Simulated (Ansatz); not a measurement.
Inside the gap of an insulator the Bloch states are evanescent, with a wavenumber k + iκ along the transport direction.

Consider the following.

```yaml
crystal:
  lattice:
    - [3.40772, 0.00000, 0.00000]
    - [0.00000, 4.81925, 0.00000]
    - [1.70386, -2.40963, 1.70386]
  atoms:
    - { symbol: B, position: [0.50000, 0.25000, 0.00000] }
    - { symbol: As, position: [0.00000, 0.00000, 0.00000] }
```

The cell is taken as given; by r2SCAN it stands under a pressure of -3.0 GPa.

Transport runs along the normal of the first two printed cell vectors, the (110) plane of the conventional cell.

The gap is the functional's own, uncorrected, and κ follows it; spin-orbit coupling is left out. Mid-gap means the computed energy nearest the middle.

**Question.** Compute, with r2SCAN (Ansatz, a quantum-chemistry and plane-wave program), the band gap and the smallest decay constant κ at mid-gap.

**Answer.** Gap 1.40 eV on a 18×18×18 mesh; κ = 0.128 1/Å, at the zone centre.
